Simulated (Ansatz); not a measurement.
# How the smallest direct gap on the k points sampled of SnSeS (P3m1, No. 156; start mp-1218912) moves with the method

No measured value is used here.

```json
[
 {"level (code)": "LDA (Ansatz)", "value (eV)": "1.01"},
 {"level (code)": "PBEsol (Ansatz)", "value (eV)": "1.13"},
 {"level (code)": "PBEsol+SOC (Ansatz)", "value (eV)": "1.08"},
 {"level (code)": "r²SCAN (Ansatz)", "value (eV)": "[?]"},
 {"level (code)": "r²SCAN+SOC (Ansatz)", "value (eV)": "[?]"},
 {"level (code)": "HSE06 (Ansatz)", "value (eV)": "2.06"},
 {"level (code)": "HSE06+SOC (Ansatz)", "value (eV)": "1.96"},
 {"level (code)": "PBE0 (Ansatz)", "value (eV)": "[?]"},
 {"level (code)": "r²SCAN0 (Ansatz)", "value (eV)": "2.95"}
]
```

What belongs in the gaps?


- r²SCAN (Ansatz, a program for electronic structure), value (eV): 1.64
- r²SCAN+SOC (Ansatz), value (eV): 1.59
- PBE0 (Ansatz), value (eV): 2.69

Computed values are for a static lattice. Spin–orbit coupling is included only where a level's name says +SOC; with heavier elements it mostly lowers gaps and can invert bands.  Values are at the PBE-D3(BJ) cell. Cutoffs and k meshes differ between the levels. Ansatz's density-functional and Hartree–Fock values are scalar-relativistic unless marked +SOC, with PAW data made under PBE.

A start named mp-… is a Materials Project structure, which can be a computed phase never made.
